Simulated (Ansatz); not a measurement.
Response to strain in MoSi2

The parent structure is MoSi$_{2}$ (space group I4/mmm, No. 139; relaxed with 0.1 eV smearing).

```yaml
crystal:
  lattice:
    - [-1.58700, 1.58700, 3.88936]
    - [1.58700, -1.58700, 3.88936]
    - [1.58700, 1.58700, -3.88936]
  atoms:
    - { symbol: Si, position: [0.66479, 0.66479, 0.00000] }
    - { symbol: Si, position: [0.33521, 0.33521, 0.00000] }
    - { symbol: Mo, position: [0.00000, 0.00000, 0.00000] }
```

Strains are applied to the cell and any free atomic positions relax.

Calculations: Kohn–Sham DFT with the LDA functional, run in Ansatz (a quantum-chemistry and plane-wave program) with PAW and 420 eV plane waves, spin-orbit coupling left out.

Notes on the quantities. energy relative to the base: free energy F.

| change | shortest interatomic distance | energy relative to the base |
|---|---|---|
| base | 256.4 pm | 0 meV/atom |
| isotropic strain −3.00 % | 250.6 pm | +83 meV/atom |
| isotropic strain −2.50 % | 251.6 pm | +56 meV/atom |
| isotropic strain −2.00 % | 252.6 pm | +36 meV/atom |
| isotropic strain −1.50 % | 253.6 pm | +20 meV/atom |
| isotropic strain −1.00 % | 254.5 pm | +8.6 meV/atom |
| isotropic strain −0.50 % | 255.5 pm | +2.1 meV/atom |
| isotropic strain +1.00 % | 258.1 pm | +8.0 meV/atom |
| isotropic strain +1.50 % | 259.0 pm | +18 meV/atom |
| isotropic strain +3.00 % | 261.4 pm | +67 meV/atom |

Stability against distortions was not tested. All final runs are without spin polarisation.
